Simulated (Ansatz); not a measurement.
The starting structures come from a database of crystals and need not be the phases stable at ambient conditions.

The decay constant κ of evanescent states in the gap governs leakage through a thin film.

```xyz
16
Lattice="5.9646 0.0000 0.0000 2.9823 11.5534 0.0000 2.9823 0.0000 6.7608" Properties=species:S:1:pos:R:3 pbc="T T T"
K      4.4735     1.6094     3.3804
K      4.4735     9.9440     3.3804
K      8.9470     4.1673     6.7608
K      5.9646     7.3861     6.7608
Nb     4.4735     5.7767     3.3804
Nb     0.0000     0.0000     0.0000
Ag     7.4558     5.7767     3.3804
Ag     5.9646     0.0000     6.7608
S      7.2439    10.2167     5.3784
S      7.6677    10.2167     1.3825
S      1.2792     1.3367     1.3825
S      7.6677     1.3367     5.3784
S      9.1589     7.1134     4.7629
S      5.7527     7.1134     1.9980
S      3.1942     4.4400     1.9980
S      5.7527     4.4400     4.7629
```

Space group of this cell: Fddd. The cell is taken as given; by r2SCAN its mean pressure is -1.2 GPa.

Transport runs along the normal of the first two printed cell vectors.

The gap is the functional's own, uncorrected, and κ follows it; spin-orbit coupling is left out. Mid-gap values are interpolated between the computed energies.

**Question.** Compute, with Ansatz (a first-principles code) with r2SCAN, the band gap and the smallest decay constant κ at mid-gap.

**Answer.** Gap 2.43 eV on a 6×6×6 mesh; κ = 0.374 1/Å, at the zone centre.
